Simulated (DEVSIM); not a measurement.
Device: Pd/SiO2/p-Si capacitor, at 300 K.

```tsv
layer (left to right)	material	thickness (nm)	Na (cm⁻³)
1	SiO2	28.0	-
2	Si	1100	2.8e17
```

Metal gate on the left, work function 5.2 eV. Fixed charge at the semiconductor interface -6e11 cm⁻² (in units of +e); no interface traps.

Constants are typed, rounded textbook-type inputs, not results; the design itself was drawn at random and stands for no fabricated device. Values at 300 K.

| parameter | SiO2 | Si |
|---|---|---|
| gap (eV) | 9 | 1.124 |
| affinity (eV) | 0.9 | 4.05 |
| permittivity | 3.9 | 11.7 |
| Nc (cm⁻³) | - | 2.86e19 |
| Nv (cm⁻³) | - | 3.1e19 |

Model (solved in DEVSIM): 1D Poisson equation in equilibrium, Boltzmann statistics, complete ionisation; no quantum confinement or tunnelling. Metal contacts follow the ideal Schottky-Mott rule: no Fermi-level pinning, no interface dipoles.

The interface trap density was swept, all else fixed.

```
interface trap density (cm^-2 eV^-1)  flat-band voltage (V)  minimum of the low-frequency capacitance (μF/cm²)
------------------------------------  ---------------------  -------------------------------------------------
0                                                      0.93                                             0.0731
1e10                                                   0.92                                             0.0734
1e11                                                   0.87                                                ___
3e11                                                   0.76                                             0.0799
1e12                                                   0.36                                             0.0905
2e12                                                  -0.22                                             0.0989
```

Q: Some entries are withheld; supply them.

A: 
- 1e11, minimum of the low-frequency capacitance (μF/cm²): 0.0758
